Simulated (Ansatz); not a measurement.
Here is the system:

```xyz
2
Lattice="4.6570 0.0000 0.0000 0.0000 4.6570 0.0000 2.3285 -2.3285 3.1782" Properties=species:S:1:pos:R:3 pbc="T T T"
Cd     0.0000     0.0000     0.0000
Te     4.6570     2.3285     1.5891
```

No spin polarisation.

All numbers come from PBEsol/PAW in Ansatz (a quantum-chemistry and plane-wave program), without spin-orbit coupling. Γ-centred 9×9×9 mesh, Fermi–Dirac width 0.05 eV.

Problem. Predict the hole mass, gap character and electron mass.

Solution. 
```json
{
 "hole_mass": "0.050 mₑ out of plane, 0.51 mₑ in plane (at Γ)",
 "gap_character": "direct at Γ",
 "electron_mass": "0.049 mₑ out of plane, 0.055 mₑ in plane (at Γ)"
}
```

Spin-orbit coupling, missing from the scalar runs, can matter with Te. The cells carry an imposed strain or load. Masses are band curvatures over ±0.01 Å⁻¹ around the edge. Stability against distortions was not tested. The cell was made from CdTe in the zinc blende structure (space group F-43m, No. 216) by this change: biaxial strain +1.50 %, plane normal [001], relaxed out of plane.
